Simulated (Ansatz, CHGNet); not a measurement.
For TiAl3 (I4/mmm, No. 139), the machine-learned potential CHGNet-r²SCAN (trained on r²SCAN data) gives:

* **equilibrium lattice constant a**: 3.816 Å
* **lattice parameter c**: 8.570 Å

Problem. What does HSE06 in Ansatz (plane waves, PAW) give for the same quantities?

Solution. 
- lattice constant a: 3.820 Å (goes up by 0.1 %)
- lattice parameter c: 8.590 Å (rises by 0.2 %)

Changes are worked out from the printed values.

Unless a cell is named, each level is at its own relaxed cell (CHGNet-r²SCAN 15.60, HSE06 15.67 Å³/atom).

Caveats: hybrids on metals are sensitive to the k mesh and can open a false gap (HSE06). Ansatz's density-functional and Hartree–Fock values are scalar-relativistic unless marked +SOC, with PAW data made under PBE.

Ansatz is an electronic-structure program.
